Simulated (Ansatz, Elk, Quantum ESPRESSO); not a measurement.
**One structure in several programs: CoO (Fm-3m, 4 atoms in the cell)**

Self-consistent single point, at a second geometry (lattice scaled by 0.98). First geometry:

```xyz
4
Lattice="4.2221 2.1110 2.1110 2.1110 4.2221 2.1110 2.1110 2.1110 4.2221" Properties=species:S:1:pos:R:3 pbc="T T T"
Co     0.0000     0.0000     0.0000
Co     4.2221     4.2221     4.2221
O      2.1110     2.1110     2.1110
O      6.3331     6.3331     6.3331
```
Moments meant for the start (each program seeds them in its own way; μB, in the order of the atoms Co Co O O): 3.0 -3.0 0.0 0.0.

Shared settings, as Ansatz (a quantum-chemistry and plane-wave program) writes them: kpoints.mp_grid.grid = 9 9 9; scf.occupations.method = fermi_dirac; scf.occupations.width = 0.05 eV. Potentials and cutoffs stand in the table.

| code | model | ΔF from the first geometry (meV/atom) | pressure (GPa) | cutoff |
|---|---|---|---|---|
| Elk | PBE, all-electron FP-LAPW, Elk's shipped species files, default APW+lo basis | 26.6 | – | default |
| Ansatz | PBE, default PAW files | 24.3 | 13.20 | 420 eV |
| Quantum ESPRESSO | PBE, PSlibrary PAW (PBE) pseudopotentials | 24.4 | 13.63 | 55 Ry |

A dash marks a value that a program does not give, or that is left out as unsure.

On Ansatz's run: the magnetic order is the one reached from the typed start; others were not searched systematically.

The spread over the programs that give each value: ΔF from the first geometry within 2.3 meV/atom; pressure within 0.43 GPa.

Elk treats all electrons, but the usual bases taken here (sphere radii, linearisation, local orbitals, empty states) were not tested for convergence, so the values are no reference for the others. Ansatz's pressure is given at a fixed set of plane waves, as the other plane-wave codes print theirs; with its correction for the finite basis it is 14.01 GPa (the shift of 0.81 GPa shows how far the cutoff is from converged).

The starting cell has typed, rounded lattice constants, without a prior relaxation at this level. Its lattice was rescaled by a random factor within 2.5 % of one. For this run, on top of that: lattice scaled by 0.98.

Keys are those of Ansatz 0.2.
